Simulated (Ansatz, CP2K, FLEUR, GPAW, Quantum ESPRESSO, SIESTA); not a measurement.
**Code comparison for BaCdSbF (P4/nmm, 8 atoms in the cell)**

Self-consistent single point, at a second geometry (lattice scaled by 0.98). First geometry:

```xyz
8
Lattice="4.6326 0.0000 0.0000 0.0000 4.6326 0.0000 0.0000 0.0000 9.8064" Properties=species:S:1:pos:R:3 pbc="T T T"
Ba     0.0000     2.3163     6.2809
Ba     2.3163     0.0000     3.5255
Cd     2.3163     2.3163     0.0000
Cd     0.0000     0.0000     0.0000
Sb     0.0000     2.3163     1.8104
Sb     2.3163     0.0000     7.9960
F      2.3163     2.3163     4.9032
F      0.0000     0.0000     4.9032
```

Shared settings, as Ansatz (a quantum-chemistry and plane-wave program) writes them: kpoints.mp_grid.grid = 3 3 2; scf.occupations.method = fermi_dirac; scf.occupations.width = 0.01 eV. Potentials and cutoffs stand in the table.

```
code                                                                                                                                      model  ΔF from the first geometry (meV/atom)  pressure (GPa)  largest force (eV/Å)  gap on the mesh (eV)           cutoff
----------------  -----------------------------------------------------------------------------------------------------------------------------  -------------------------------------  --------------  --------------------  --------------------  ---------------
GPAW                                                                                      PBEsol, GPAW PAW datasets PBEsol (made by gpaw-setup)                                   -4.3               –                 0.408                 0.191           900 eV
SIESTA            GGA PBEsol, numerical atomic orbitals DZP, PseudoDojo PBEsol standard norm-conserving potentials (rewritten from UPF to PSML)                                   10.2            2.89                 0.558                 0.349      grid 300 Ry
FLEUR                                                                           PBEsol, all-electron FLAPW (FLEUR), scalar-relativistic valence                                   -6.1               –                 0.493                 0.184  Kmax 3.9 1/bohr
CP2K                                                                 PBEsol, GPW, DZVP-MOLOPT-SR-GTH basis, GTH-PBE potentials (GTH_POTENTIALS)                                   14.4            3.24                 0.745                 0.118      grid 550 Ry
Quantum ESPRESSO                                                                           PBEsol, GBRV 1.5 ultrasoft (PBESOL) pseudopotentials                                   -2.6            1.18                 0.509                 0.175            40 Ry
Ansatz                                                                                                          PBEsol, PAW files made with PBE                                   -6.3            0.86                 0.479                 0.182          default
```

Size of the force on each atom (eV/Å): Sizes of forces hide their directions.

```csv
code,Ba1,Ba2,Cd3,Cd4,Sb5,Sb6,F7,F8
GPAW,0.259,0.259,0.000,0.000,0.408,0.408,0.000,0.000
SIESTA,0.447,0.447,0.000,0.000,0.558,0.558,0.000,0.000
FLEUR,0.177,0.177,0.000,0.000,0.493,0.493,0.000,0.000
CP2K,0.344,0.344,0.000,0.000,0.745,0.745,0.000,0.000
Quantum ESPRESSO,0.261,0.261,0.000,0.000,0.509,0.509,0.000,0.000
Ansatz,0.178,0.178,0.000,0.000,0.479,0.479,0.000,0.000
```

A dash marks a value that a program does not give, or that is left out as unsure.

Gaps are read on the mesh.

On Ansatz's run: spin-orbit coupling is off.

The spread over the programs that give each value: ΔF from the first geometry within 20.7 meV/atom; pressure within 2.38 GPa; largest force within 0.337 eV/Å; gap on the mesh within 0.231 eV.

SIESTA and CP2K use small atom-centred bases, whose incompleteness enters pressures, forces and empty levels differently from a plane-wave cutoff. FLEUR treats all electrons, but the usual bases taken here (sphere radii, linearisation, local orbitals, empty states) were not tested for convergence, so the values are no reference for the others. Ansatz's pressure is given at a fixed set of plane waves, as the other plane-wave codes print theirs; with its correction for the finite basis it is 0.96 GPa. The pressure of GPAW is left out: its cutoff lies under the one at which its stress was checked. In the pressure, SIESTA (by 1.87) and CP2K (by 2.22) lie more than 1 GPa from the median of the plane-wave programs. In the gap, SIESTA (by 0.167) lies more than 0.12 eV from the median of the plane-wave programs. In the force vectors, SIESTA (by 0.188), FLEUR (by 0.082), CP2K (by 0.266) and Ansatz (by 0.081) lie more than 0.08 eV/Å from the median of the plane-wave programs.

The starting cell comes from a database of computed structures (which also holds hypothetical and non-ambient phases and stackings), without a prior relaxation at this level. For this run, on top of that: lattice scaled by 0.98.

Keys are those of Ansatz 0.2.
